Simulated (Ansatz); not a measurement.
# Electron-phonon data for Ti2SnC (P6_3/mmc)

Given:

```yaml
crystal:
  lattice:
    - [3.14052, 0.00000, 0.00000]
    - [-1.57026, 2.71977, 0.00000]
    - [0.00000, 0.00000, 13.61728]
  atoms:
    - { symbol: Ti, position: [0.33333, 0.66667, 0.08115] }
    - { symbol: Ti, position: [0.66667, 0.33333, 0.91885] }
    - { symbol: Ti, position: [0.66667, 0.33333, 0.58115] }
    - { symbol: Ti, position: [0.33333, 0.66667, 0.41885] }
    - { symbol: Sn, position: [0.33333, 0.66667, 0.75000] }
    - { symbol: Sn, position: [0.66667, 0.33333, 0.25000] }
    - { symbol: C, position: [0.00000, 0.00000, 0.00000] }
    - { symbol: C, position: [0.00000, 0.00000, 0.50000] }
```

Method: PBEsol, DFPT electron-phonon coupling, linearised Boltzmann equation (plane waves, PAW, scalar-relativistic; Ansatz, an electronic-structure program). How the cell was made: relaxed with this functional, without spin-orbit coupling.

```json
{
 "resistivity at 300 K": "10.8 (x), 10.8 (y), 25 (z) μΩ·cm",
 "resistivity at 77 K": "0.80 (x), 0.80 (y), 1.81 (z) μΩ·cm",
 "electron mean free path at 300 K (weighted by the current that each state carries)": "10.6 (x), 10.6 (y), 10.9 (z) nm",
 "electron-phonon coupling λ": "0.24",
 "transport coupling λ_tr": "0.27",
 "logarithmic_mean_phonon_energy": "29 meV",
 "density of states at the Fermi level": "1.70 states/(eV·spin·cell)",
 "drude_plasma_energy": "5.0 (x), 5.0 (y), 3.3 (z) eV",
 "Tc for μ* = 0.10 (anisotropic Eliashberg)": "below 1 K",
 "Tc for μ* = 0.13 (anisotropic Eliashberg)": "below 1 K"
}
```

A metal at this level (no band gap). Only scattering by harmonic phonons is included (no impurities, grain boundaries, electron-electron scattering or thermal expansion). Spin-orbit coupling is left out. Halving the electron mesh (32x32x8) moves the resistivity by up to 3 % at 300 K, the mean free path by up to 6 %, the coupling by up to 3 %. Smearing 0.20 eV; phonons on a 5x5x1 q mesh, which this run doesn't test and which matters most at low temperature. Tc comes from the anisotropic Migdal-Eliashberg equations with μ*, a chosen number, referred to 39 meV.

Computed structure with no diffraction record at hand here (it may be known, metastable or hypothetical): Ti2SnC (P6_3/mmc).
